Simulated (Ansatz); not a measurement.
# Equilibrium lattice constant a of SnC (model structure, started from the BN type, Pm-3n, No. 223, 12 atoms in the cell) at several levels of theory

No measured value is used here.

```json
[
 {"level (code)": "LDA (Ansatz)", "value (Å)": "…"},
 {"level (code)": "PBE (Ansatz)", "value (Å)": "6.242"},
 {"level (code)": "PBEsol (Ansatz)", "value (Å)": "6.180"},
 {"level (code)": "PBE-D3(BJ) (Ansatz)", "value (Å)": "6.203"}
]
```

### Question
Complete the blanks.

### Answer

- LDA (Ansatz, a quantum-chemistry and plane-wave program), value (Å): 6.132

Ansatz's density-functional and Hartree–Fock values are scalar-relativistic unless marked +SOC, with PAW data made under PBE.

A model structure was made by putting elements into a prototype or built by hand; it is no filed structure, need not be a known phase, and can be a saddle point held by its symmetry.
